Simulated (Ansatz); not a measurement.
Take HgS (space group P3_221, No. 154; a = 4.1387 Å, c = 9.4079 Å; made of chains) as the base.

Calculations: DFT with PBEsol, PAW potentials and a 420 eV plane-wave cutoff in Ansatz (a first-principles code), no spin-orbit coupling.

One change was made to it. Results:

The volume per atom shrinks by 9.24 Å³ (23.26 Å³ → 14.02 Å³); the band gap goes from 1.23 eV to zero.

### Question
What was done to the base?
A. pressure 75 GPa
B. pressure 30 GPa
C. pressure 3 GPa
D. pressure 15 GPa

### Answer
A, pressure 75 GPa. For comparison, the volume per atom in the other runs: pressure 15 GPa gives 17.74 Å³; pressure 30 GPa gives 16.33 Å³; pressure 3 GPa gives 21.30 Å³.

The mesh was chosen for an insulator and is coarse for the gapless case. With Hg present, leaving out spin-orbit coupling can change the band edges. Load acts through the strain it causes; cell and atoms are relaxed under it. No phonon test of stability was made. Competing high-pressure phases were not computed. All final runs are without spin polarisation. Along this pressure series the structure jumps between pressure 7 GPa and pressure 15 GPa; cells beyond that are another form of it. No dispersion term is included in the PBEsol runs.
